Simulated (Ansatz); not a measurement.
For SiGe (model structure, I-4m2, No. 119, 10 atoms in the cell), PBE (PAW; Ansatz, a program for electronic structure) gives:

```
Property                   Result
-------------------  ------------
lattice constant a        3.962 Å
lattice parameter c      28.056 Å
cohesive energy      4.13 eV/atom
```

Problem. What does r²SCAN in Ansatz (PAW) give for the same quantities?

Solution. 
- lattice constant a: 3.926 Å (falls by 0.9 %)
- lattice parameter c: 27.779 Å (drops by 1.0 %)
- cohesive energy: 4.26 eV/atom (increases by 0.13 eV/atom)

Changes are worked out from the printed values.

Unless a cell is named, each level is at its own relaxed cell (PBE 22.02, r²SCAN 21.41 Å³/atom).

Ansatz's density-functional and Hartree–Fock values are scalar-relativistic unless marked +SOC, with PAW data made under PBE.

A model structure was made by putting elements into a prototype or built by hand; it is no filed structure, need not be a known phase, and can be a saddle point held by its symmetry.
